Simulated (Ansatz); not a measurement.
A computed series for HgTe: response to strain

Base system: HgTe in the zinc blende structure (space group F-43m, No. 216; a = 6.435 Å). Axes: x, y, z lie along the cube axes.

Strains are applied to the cell and any free atomic positions relax; under biaxial strain the out-of-plane vector relaxes too.

The values are results of plane-wave PAW DFT at the LDA level (Ansatz, an electronic-structure program, 420 eV), spin-orbit coupling left out, not measurements.

Notes on the quantities. pressure: mean of the normal stresses, compression positive; energy relative to the base: free energy F.

| case | pressure | volume per atom | energy relative to the base |
|---|---|---|---|
| base | 0.0 GPa | 33.31 Å³ | 0 meV/atom |
| biaxial strain −3.00 %, plane normal [001], relaxed out of plane | 0.9 GPa | 32.66 Å³ | +8.1 meV/atom |
| biaxial strain −2.50 %, plane normal [001], relaxed out of plane | 0.7 GPa | 32.77 Å³ | +5.6 meV/atom |
| biaxial strain −2.00 %, plane normal [001], relaxed out of plane | 0.6 GPa | 32.89 Å³ | +3.5 meV/atom |
| biaxial strain −1.50 %, plane normal [001], relaxed out of plane | [?] | [?] | [?] |
| biaxial strain −1.00 %, plane normal [001], relaxed out of plane | 0.3 GPa | 33.11 Å³ | +0.9 meV/atom |
| biaxial strain −0.50 %, plane normal [001], relaxed out of plane | 0.1 GPa | 33.21 Å³ | +0.2 meV/atom |
| biaxial strain +0.50 %, plane normal [001], relaxed out of plane | -0.1 GPa | 33.40 Å³ | +0.2 meV/atom |
| biaxial strain +3.00 %, plane normal [001], relaxed out of plane | -0.7 GPa | 33.79 Å³ | +7.2 meV/atom |

### Question
Fill in the withheld entries from the trend.

### Answer

- biaxial strain −1.50 %, plane normal [001], relaxed out of plane, pressure: 0.4 GPa
- biaxial strain −1.50 %, plane normal [001], relaxed out of plane, volume per atom: 33.00 Å³
- biaxial strain −1.50 %, plane normal [001], relaxed out of plane, energy relative to the base: +2.0 meV/atom

A case with no gap was solved on a k-mesh chosen for an insulator, which is coarse for it. No phonon test of stability was made. The final runs are not spin-polarised.
